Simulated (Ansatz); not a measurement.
The starting structures come from a database of crystals and need not be the phases stable at ambient conditions.

 Where the default PAW files enter, the runs use the earlier of Ansatz's two default sets.

Given:

```
CELL_PARAMETERS angstrom
      3.58090     0.00000     0.00000
      0.00000     4.77959     0.00000
      0.00000     0.00000     5.75626
ATOMIC_POSITIONS crystal
  Fe 0.00000 0.00000 0.00000
  Fe 0.50000 0.50000 0.50000
  Se 0.00000 0.78674 0.36977
  Se 0.00000 0.21326 0.63023
  Se 0.50000 0.28674 0.13023
  Se 0.50000 0.71326 0.86977
```

Space group of this cell: Pnnm. The cell is taken as given.

Transport runs along the normal of the first two printed cell vectors.

The gap is the functional's own. No spin-orbit coupling. Mid-gap values are interpolated on the energy grid.

Task: Give the band gap and the smallest decay constant κ at mid-gap that r2SCAN run with Ansatz (a program for electronic structure) yields.

Result: Gap 0.81 eV on a 8×6×6 mesh; κ = 0.239 1/Å, at (0.125, 0.500) of the in-plane reciprocal vectors. At the zone centre, at the nearest computed energy, the slowest state has κ = 0.24 1/Å.
